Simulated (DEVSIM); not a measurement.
System: abrupt Si n-p junction, at 300 K.

Layer 1 from the left is Si, thickness (μm) 17.0, Nd (cm⁻³) 3.8e18, τn (s) 5.4e-6, τp (s) 5.4e-6. Layer 2 from the left is Si, thickness (μm) 11.0, Na (cm⁻³) 3.4e16, τn (s) 5.4e-6, τp (s) 5.4e-6.

Left contact: ohmic. Right contact: ohmic. Voltage is applied to the left contact. Recombination: SRH at mid-gap, Auger. Mobility is μmin + (μ − μmin)/(1 + (N/Nref)^α).

The device is made up for the run: typed textbook-type constants, with dimensions and the other settings drawn at random. Values at 300 K.

Si: gap (eV) 1.124, affinity (eV) 4.05, permittivity 11.7, Nc (cm⁻³) 2.86e19, Nv (cm⁻³) 3.1e19, μn (cm²/Vs) 1417, μp (cm²/Vs) 470, μn,min 52, μp,min 45, Nref,n 9.7e16, Nref,p 2.2e17, αn 0.68, αp 0.72, Cn (cm⁶/s) 2.8e-31, Cp (cm⁶/s) 9.9e-32.

Q: Estimate by hand the built-in potential, the peak field at zero bias, the capacitance at 0.6 V, and compare with a numerical solution.

A: 
- Built-in potential: ni = √(Nc Nv) exp(−Eg/2kT) = 1.08e10 cm⁻³ with Eg = 1.124 eV; Vbi = kT/q ln(Na Nd/ni²) = 0.896 V; numerical 0.896 V.
- Peak field at zero bias: depletion approximation: W = √(2εVbi/(qN)) = 0.185 μm with N = 3.37e16 cm⁻³; field = 2Vbi/W = 96600 V/cm; numerical 132000 V/cm (estimate below by 27 %).
- Capacitance at 0.6 V: C = √(qεN / 2(Vbi + |V|)) = 43.2 nF/cm²; numerical 44.3 nF/cm² (estimate below by 2.4 %).

Simulated with DEVSIM: 1D drift-diffusion, Boltzmann statistics, complete ionisation; no tunnelling, impact ionisation, image-force lowering or self-heating.
